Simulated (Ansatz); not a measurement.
Base system: Bi2Te3 in the Bi2Te3 type structure (space group R-3m, No. 166; a = 4.387 Å, c = 30.290 Å (hexagonal axes)).

Level of theory: PBE-D3(BJ) (Ansatz, a first-principles code, PAW, without spin-orbit coupling), earlier PAW set.

One change was made to it. Results:

```tsv
quantity	base	after
lattice parameter a	4.387 Å	3.979 Å
band gap	0.27 eV	zero
```

Q: Which change produced these results?
A) pressure 100 GPa
B) pressure 3 GPa
C) pressure 15 GPa
D) pressure 7 GPa
E) pressure −1 GPa

A: C, pressure 15 GPa. For comparison, the lattice parameter a in the other runs: pressure 100 GPa gives 2.902 Å; pressure 3 GPa gives 4.301 Å; pressure 7 GPa gives 4.203 Å; pressure −1 GPa gives 4.420 Å.

The mesh was chosen for an insulator and is coarse for the gapless case. From pressure 100 GPa on, the axis ratios lie over 15 % from the base's, so the cell there is far from its starting form. With Bi and Te present, leaving out spin-orbit coupling can change the band edges. Load acts through the strain it causes; cell and atoms are relaxed under it. Stability against distortions was not tested. No other phases were tried under pressure. All final runs are without spin polarisation. The zero or small gap of Bi2Te3 can change with the level of theory.
